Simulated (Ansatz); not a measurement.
# MgB2: energy against strain

MgB2 (AlB2 type, P6/mmm, 9.479 Å³/atom at rest, c along z) under an equal strain ε in the (0001) plane with the normal axis free, as in a coherent film. PBEsol in Ansatz, a plane-wave DFT program (PAW, default set), 420 eV, 22×22×17 Γ-centred mesh, Fermi-Dirac smearing 0.10 eV; ions are relaxed within the symmetry of each cell.

Here s stands for strain and y for E less E0.

| strain (%) | E less E0 (meV/atom) |
|---|---|
| -1.50 | 6.60 |
| -1.00 | 2.87 |
| -0.50 | 0.69 |
| 0.00 | 0.00 |
| 0.50 | 0.74 |
| 1.00 | 2.86 |
| 1.50 | 6.30 |
| 3.00 | ? |

Taking a parabola for y over the 7 complete rows: Least squares gives y = -0.001 - 0.0621·s + 2.8671·s². Residuals (row less fit): 0.057, -0.058, -0.057, 0.001, 0.055, 0.056, -0.057; standard error 0.069 (degrees of freedom: 4). Twice the quadratic coefficient over the volume, 2 × 2.8671 meV × 10⁴ × 0.1602 / 9.479 Å³, is twice the biaxial elastic modulus of this plane = 969 ± 10 GPa.

Task: What does the fit predict for y at s = 3.00, and how far is the calculated value from it?

Result: y = -0.001 - 0.0621 × 3.0 + 2.8671 × 3.0² = 25.617 meV/atom. The calculation gives 24.06 meV/atom, 1.557 meV/atom below the prediction (6.5 % of the range of y in the table). The row lies outside the fitted rows, so this is an extrapolation. From the scatter of the fitted rows alone, a prediction at this place has a standard error of 0.265 meV/atom, so the miss is 5.9 times that.

One order more, fitted to all 13 runs of the series, follows each within 0.01, so the miss is the next term of a smooth law. In a metal these values are sensitive to mesh and smearing; energies are taken to zero smearing, stresses follow the free energy. Rows are the converged runs of the series near zero and its far end; series whose fitted rows scatter by over a few per cent of the range, as at a crossing or softening among them, aren't shown in this form. Most that stay on the fit to the last digits aren't either.
